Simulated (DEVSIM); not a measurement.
Device: Co/SiO2/n-GaAs capacitor, at 300 K.

```csv
layer (left to right),material,thickness (nm),Nd (cm⁻³)
1,SiO2,26.0,-
2,GaAs,5300,1.5e16
```

Metal gate on the left, work function 5 eV. Fixed charge at the semiconductor interface -2.8e11 cm⁻² (in units of +e); interface traps 1.3e12 cm⁻² eV⁻¹, uniform in energy, neutral level at 0.5 of the gap above the valence band.

The device is made up for the run: typed textbook-type constants, with dimensions and the other settings drawn at random. Values at 300 K.

```tsv
parameter	SiO2	GaAs
gap (eV)	9	1.424
affinity (eV)	0.9	4.07
permittivity	3.9	12.9
Nc (cm⁻³)	-	4.7e17
Nv (cm⁻³)	-	9e18
```

Model (solved in DEVSIM): 1D Poisson equation in equilibrium, Boltzmann statistics, complete ionisation; no quantum confinement or tunnelling. Metal contacts follow the ideal Schottky-Mott rule: no Fermi-level pinning, no interface dipoles.

### Question
Tabulate band edges, carrier densities and field at -1.0 V on the gate.

### Answer
Energies count from the Fermi level of the right contact; mesh points crowd at the junctions.

| x (μm) | Ec (eV) | Ev (eV) | n (cm⁻³) | p (cm⁻³) | field (V/cm) |
|---|---|---|---|---|---|
| 0.000 | 5.100 | -3.900 | < 1e2 | < 1e2 | -320000 |
| 0.001659 | 5.047 | -3.953 | < 1e2 | < 1e2 | -320000 |
| 0.005472 | 4.926 | -4.074 | < 1e2 | < 1e2 | -320000 |
| 0.01343 | 4.672 | -4.328 | < 1e2 | < 1e2 | -320000 |
| 0.02271 | 4.377 | -4.623 | < 1e2 | < 1e2 | -320000 |
| 0.02529 | 4.294 | -4.706 | < 1e2 | < 1e2 | -320000 |
| 0.02658 | 1.098 | -0.326 | < 1e2 | 3.0e13 | -64000 |
| 0.03055 | 1.073 | -0.351 | < 1e2 | 1.1e13 | -63000 |
| 0.03909 | 1.019 | -0.405 | < 1e2 | 1.4e12 | -62000 |
| 0.06041 | 0.893 | -0.531 | 470 | 1.1e10 | -57000 |
| 0.1136 | 0.618 | -0.806 | 2.0e7 | 260000 | -46000 |
| 0.3156 | 0.113 | -1.311 | 6.0e15 | < 1e2 | -5900 |
| 0.7507 | 0.089 | -1.335 | 1.5e16 | < 1e2 | ≈ 0 |
| 1.837 | 0.089 | -1.335 | 1.5e16 | < 1e2 | ≈ 0 |
| 4.152 | 0.089 | -1.335 | 1.5e16 | < 1e2 | ≈ 0 |
| 4.840 | 0.089 | -1.335 | 1.5e16 | < 1e2 | ≈ 0 |
| 5.132 | 0.089 | -1.335 | 1.5e16 | < 1e2 | ≈ 0 |
| 5.249 | 0.089 | -1.335 | 1.5e16 | < 1e2 | ≈ 0 |
| 5.304 | 0.089 | -1.335 | 1.5e16 | < 1e2 | ≈ 0 |
| 5.318 | 0.089 | -1.335 | 1.5e16 | < 1e2 | ≈ 0 |
| 5.323 | 0.089 | -1.335 | 1.5e16 | < 1e2 | ≈ 0 |
| 5.326 | 0.089 | -1.335 | 1.5e16 | < 1e2 | ≈ 0 |
